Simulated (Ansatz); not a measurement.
FeSb2 (space group Pnnm, No. 58; non-magnetic)

```xyz
6
Lattice="5.7730 0.0000 0.0000 0.0000 6.4294 0.0000 0.0000 0.0000 3.1190" Properties=species:S:1:pos:R:3 pbc="T T T"
Fe     0.0000     0.0000     0.0000
Fe     2.8865     3.2147     1.5595
Sb     1.1025     2.2731     0.0000
Sb     4.6705     4.1563     0.0000
Sb     1.7840     5.4878     1.5595
Sb     3.9890     0.9416     1.5595
```

The values are results of Ansatz (a program for electronic structure), PBEsol, PAW, cutoff 420 eV, scalar-relativistic without spin-orbit coupling, not measurements. Settings: 8×7×15 k-points, 0.05 eV Fermi–Dirac smearing.

- Volume per atom: 19.29 Å³
- Density: 8.59 g/cm³
- Band gap: zero
- Total energy: -5755.100 eV/atom (σ→0; compares only within this code and set-up)

Spin-orbit coupling, missing from the scalar runs, can matter with Sb. Stability against distortions was not tested. Seeded moments were not kept for the base. The base started in Pnn2 and relaxed to Pnnm at this level. The final runs are not spin-polarised. The zero or small gap of FeSb2 can change with the level of theory.
